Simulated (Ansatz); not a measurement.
```xyz
32
Lattice="21.0000 0.0000 0.0000 0.0000 21.0000 0.0000 0.0000 0.0000 5.6271" Properties=species:S:1:pos:R:3 pbc="T T T"
P     14.2267    10.5000     3.7499
P     15.0958    12.4037     4.6907
P     15.4745    10.5000     1.8772
P     13.1351    13.1351     3.7499
P     12.4037    15.0958     4.6907
P     13.9430    11.9261     0.9364
P     14.0175    14.0175     1.8772
P     10.5000    14.2267     3.7499
P      8.5963    15.0958     4.6907
P     11.9261    13.9430     0.9364
P     10.5000    15.4745     1.8772
P      7.8649    13.1351     3.7499
P      5.9042    12.4037     4.6907
P      9.0739    13.9430     0.9364
P      6.9825    14.0175     1.8772
P      6.7733    10.5000     3.7499
P      5.9042     8.5963     4.6907
P      7.0570    11.9261     0.9364
P      5.5255    10.5000     1.8772
P      7.8649     7.8649     3.7499
P      8.5963     5.9042     4.6907
P      7.0570     9.0739     0.9364
P      6.9825     6.9825     1.8772
P     10.5000     6.7733     3.7499
P     12.4037     5.9042     4.6907
P      9.0739     7.0570     0.9364
P     10.5000     5.5255     1.8772
P     13.1351     7.8649     3.7499
P     15.0958     8.5963     4.6907
P     11.9261     7.0570     0.9364
P     14.0175     6.9825     1.8772
P     13.9430     9.0739     0.9364
```

Computed with PBE (plane waves to 420 eV, PAW; Ansatz, a first-principles code). Mesh 1×1×6. No spin polarisation. It repeats along c; a and b span vacuum. A hypothetical model, rolled from the flat sheet. It keeps the symmetry and period of its start, so it need not be a minimum against all distortions.

### Question
Tabulate the two highest filled and two lowest empty levels along the axis, from the valence top.

### Answer
| k (2π/c) | v2 (eV) | v1 (eV) | c1 (eV) | c2 (eV) |
|---|---|---|---|---|
| 0.000 | 0.00 | 0.00 | 1.42 | 1.86 |
| 0.042 | -0.01 | -0.01 | 1.42 | 1.87 |
| 0.083 | -0.03 | -0.03 | 1.42 | 1.91 |
| 0.125 | -0.06 | -0.06 | 1.43 | 1.97 |
| 0.167 | -0.11 | -0.11 | 1.43 | 1.96 |
| 0.208 | -0.17 | -0.17 | 1.42 | 1.94 |
| 0.250 | -0.24 | -0.24 | 1.41 | 1.81 |
| 0.292 | -0.33 | -0.33 | 1.39 | 1.76 |
| 0.333 | -0.35 | -0.35 | 1.38 | 1.64 |
| 0.375 | -0.36 | -0.36 | 1.37 | 1.57 |
| 0.417 | -0.38 | -0.38 | 1.38 | 1.60 |
| 0.458 | -0.41 | -0.41 | 1.41 | 1.55 |
| 0.500 | -0.45 | -0.45 | 1.47 | 1.47 |
